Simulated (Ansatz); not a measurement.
Reference: ZnSe (F-43m), PBEsol with spin-orbit coupling, rigid bands (plane waves, PAW; Ansatz, a first-principles code); axes and stresses refer to this cell.

```xyz
2
Lattice="0.0000 2.8166 2.8166 2.8166 0.0000 2.8166 2.8166 2.8166 0.0000" Properties=species:S:1:pos:R:3 pbc="T T T"
Zn     0.0000     0.0000     0.0000
Se     4.2249     4.2249     4.2249
```

The Seebeck coefficient, n-type 1e19 cm⁻³ is -64 μV/K and the band gap is 1.11 eV. The Seebeck coefficient, p-type 1e19 cm⁻³ comes out as 297 μV/K.

Problem. Change: biaxial stress xx = yy = 2 GPa (compression positive). What happens to Seebeck coefficient, n-type 1e19 cm⁻³, band gap, Seebeck coefficient, p-type 1e19 cm⁻³?

Solution. Seebeck coefficient, n-type 1e19 cm⁻³ moves little, to -66 μV/K; band gap moves little, to 1.11 eV; Seebeck coefficient, p-type 1e19 cm⁻³ drops to 240 μV/K.

Problem. Change: hydrostatic pressure 2 GPa. What happens to Seebeck coefficient, n-type 1e19 cm⁻³, band gap, Seebeck coefficient, p-type 1e19 cm⁻³?

Solution. Seebeck coefficient, n-type 1e19 cm⁻³ rises in size to -67 μV/K; band gap rises to 1.23 eV; Seebeck coefficient, p-type 1e19 cm⁻³ moves little, to 293 μV/K.

Problem. Change: uniaxial stress zz = -1 GPa (compression positive). What happens to Seebeck coefficient, n-type 1e19 cm⁻³, band gap, Seebeck coefficient, p-type 1e19 cm⁻³?

Solution. Seebeck coefficient, n-type 1e19 cm⁻³ moves little, to -64 μV/K; band gap decreases to 1.06 eV; Seebeck coefficient, p-type 1e19 cm⁻³ falls to 276 μV/K.

Seebeck coefficients are for the stated density at 300 K, with one relaxation time for all states and whether or not that doping can be reached. Stresses and pressures are the targets of the relaxation.  The structure type is held under load, also where the real crystal would transform.
